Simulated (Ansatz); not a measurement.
Cost and result by functional for the adsorption energy of CH3 on the 1x1 (110) surface of bcc W, one in a 2x2 cell, started at the site 'hollow W-W-W', in Ansatz (plane waves, PAW). Single points on the PBE structure, on one kind of machine; costs are rough ratios of the slab run's core time (references not counted) to the cheapest single point. r2SCAN's cost holds its higher cutoff (500 against 420 eV). Differences are taken against r2SCAN for comparison alone: no measured value is at hand, so the table doesn't rank accuracy.

Model: 20-atom slab, 6.6 Å thick at the start under the adsorbate (thin: gaps and levels are the slab's own), 6x6x1 mesh, Fermi-Dirac 0.1 eV, dipole correction, 8 atoms held, the rest relaxed; no symmetry held; no spin, no spin-orbit, no U, no dispersion correction. At the end it is bonded to 3 W. In PBE it is, or lies within 0.03 eV of, the lowest of the starts that converged. These notes are the PBE run's. Adsorption energies are against CH4(g) − ½ H2(g). A negative adsorption energy means that the adsorbate is more stable on the surface than in its reference.

```json
[
 {"functional": "RPBE", "relative cost": "1", "adsorption energy (eV)": "0.29", "less r2SCAN (eV)": "0.46"},
 {"functional": "r2SCAN", "relative cost": "2", "adsorption energy (eV)": "-0.18", "less r2SCAN (eV)": "0.00"},
 {"functional": "PBE (the relaxed run's value)", "relative cost": "–", "adsorption energy (eV)": "-0.01", "less r2SCAN (eV)": "0.17"}
]
```

The values span 0.46 eV, while the single points' costs differ by a factor of roughly 2. Differences are of unrounded values.

Ansatz is a program for electronic structure.
